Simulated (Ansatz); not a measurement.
Start from Ge in the diamond structure (space group Fd-3m, No. 227; a = 5.676 Å).

Modification: Si takes the place of Ge on all its sites, then cell and atoms are relaxed.

Levels (all Ansatz, a program for electronic structure, PAW): PBEsol (420 eV, spin-orbit coupling left out); r2SCAN (500 eV, no spin-orbit coupling).

The geometry is relaxed with PBEsol.

PBEsol band gap: 0.47 eV
PBEsol hole mass: 0.17, 0.26, 0.26 mₑ (at Γ)
PBEsol pressure: 0.0 kbar
PBEsol width of the top valence band: 3.90 eV

Task: Predict the band gap, hole mass, pressure and width of the top valence band from r2SCAN.

Result: The band gap rises by 0.299 eV to 0.76 eV; the hole mass (degenerate bands, along [100]) changes from 0.17, 0.26, 0.26 mₑ (at Γ) to 0.17, 0.25, 0.25 mₑ (at Γ); the pressure goes from zero to 5.7 kbar; the width of the top valence band grows by 0.13 eV (3.90 eV → 4.03 eV).

Single points use the geometry relaxed with PBEsol. Their cutoffs differ, which shifts pressures a little. Masses are band curvatures over ±0.01 Å⁻¹ around the edge. Stability against distortions was not tested. The zero or small gap of Ge can change with the level of theory.
